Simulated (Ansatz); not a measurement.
Where the default PAW files enter, the runs use the earlier of Ansatz's two default sets.

Tunnelling through a barrier is set by its complex band structure: the current falls as exp(−2κd) with the smallest κ.

Consider the following.

```xyz
2
Lattice="4.6652 0.0000 0.0000 0.0000 4.6652 0.0000 0.0000 0.0000 4.6652" Properties=species:S:1:pos:R:3 pbc="T T T"
Cs     0.0000     0.0000     0.0000
I      2.3326     2.3326     2.3326
```

Space group of this cell: Pm-3m, CsCl type. The cell is taken as given.

Transport runs along the normal of the first two printed cell vectors, the (001) plane of the conventional cell.

No gap correction and no spin-orbit coupling; mid-gap values are interpolated between computed energies.

Question: Give the band gap and the smallest decay constant κ at mid-gap that r2SCAN run with Ansatz (a quantum-chemistry and plane-wave program) yields.

Answer: Gap 4.39 eV on a 8×8×8 mesh; κ = 0.290 1/Å, at the zone centre.
